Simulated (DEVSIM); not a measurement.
Structure: illuminated Si n-on-p cell, one wavelength, with a back-surface field, at 300 K.

| layer (left to right) | material | thickness (μm) | Nd (cm⁻³) | Na (cm⁻³) | τn (s) | τp (s) | absorption coefficient (cm⁻¹) |
|---|---|---|---|---|---|---|---|
| 1 | Si | 0.100 | 5.2e17 | - | 0.00058 | 0.0002 | 29000 |
| 2 | Si | 41.0 | - | 2.5e17 | 0.0009 | 0.0009 | 29000 |
| 3 | Si | 1.50 | - | 2.6e17 | 0.0009 | 0.0009 | 29000 |

Left contact: ohmic, minority hole recombination velocity 300 cm/s. Right contact: ohmic, minority electron recombination velocity 80000 cm/s. Voltage is applied to the left contact. Recombination: SRH at mid-gap, radiative, Auger. Light enters at the left, 1e17 photons cm⁻² s⁻¹, one pass, no reflection. Mobility is μmin + (μ − μmin)/(1 + (N/Nref)^α).

Constants are typed, rounded textbook-type inputs, not results; the design itself was drawn at random and stands for no fabricated device. Values at 300 K.

```
parameter           Si
-------------  -------
gap (eV)         1.124
affinity (eV)     4.05
permittivity      11.7
Nc (cm⁻³)      2.86e19
Nv (cm⁻³)       3.1e19
μn (cm²/Vs)       1417
μp (cm²/Vs)        470
μn,min              52
μp,min              45
Nref,n          9.7e16
Nref,p          2.2e17
αn                0.68
αp                0.72
B (cm³/s)      4.7e-15
Cn (cm⁶/s)     2.8e-31
Cp (cm⁶/s)     9.9e-32
```

Model (solved in DEVSIM): 1D drift-diffusion, Boltzmann statistics, complete ionisation; no tunnelling, impact ionisation, image-force lowering or self-heating.

Tabulate band edges, carrier densities and field at zero bias, in the dark.

Energies count from the Fermi level of the right contact; mesh points crowd at the junctions.

| x (μm) | Ec (eV) | Ev (eV) | n (cm⁻³) | p (cm⁻³) | field (V/cm) |
|---|---|---|---|---|---|
| 0.000 | 0.104 | -1.020 | 5.2e17 | 220 | ≈ 0 |
| 0.03237 | 0.104 | -1.020 | 5.2e17 | 220 | 22 |
| 0.07607 | 0.126 | -0.998 | 2.1e17 | 540 | 35000 |
| 0.1054 | 0.518 | -0.606 | 5.7e10 | 2.0e9 | 190000 |
| 0.1938 | 0.999 | -0.125 | 470 | 2.5e17 | 170 |
| 0.4026 | 0.999 | -0.125 | 460 | 2.5e17 | ≈ 0 |
| 0.9811 | 0.999 | -0.125 | 460 | 2.5e17 | ≈ 0 |
| 3.696 | 0.999 | -0.125 | 460 | 2.5e17 | ≈ 0 |
| 10.11 | 0.999 | -0.125 | 460 | 2.5e17 | ≈ 0 |
| 25.70 | 0.999 | -0.125 | 460 | 2.5e17 | ≈ 0 |
| 35.56 | 0.999 | -0.125 | 460 | 2.5e17 | ≈ 0 |
| 39.73 | 0.999 | -0.125 | 460 | 2.5e17 | ≈ 0 |
| 40.62 | 0.999 | -0.125 | 460 | 2.5e17 | ≈ 0 |
| 40.94 | 0.999 | -0.125 | 460 | 2.5e17 | ≈ 0 |
| 41.08 | 0.999 | -0.125 | 460 | 2.5e17 | 38 |
| 41.11 | 1.000 | -0.124 | 450 | 2.6e17 | 190 |
| 41.17 | 1.000 | -0.124 | 450 | 2.6e17 | ≈ 0 |
| 41.33 | 1.000 | -0.124 | 450 | 2.6e17 | ≈ 0 |
| 41.96 | 1.000 | -0.124 | 450 | 2.6e17 | ≈ 0 |
| 42.38 | 1.000 | -0.124 | 450 | 2.6e17 | ≈ 0 |
| 42.53 | 1.000 | -0.124 | 450 | 2.6e17 | ≈ 0 |
| 42.60 | 1.000 | -0.124 | 450 | 2.6e17 | ≈ 0 |
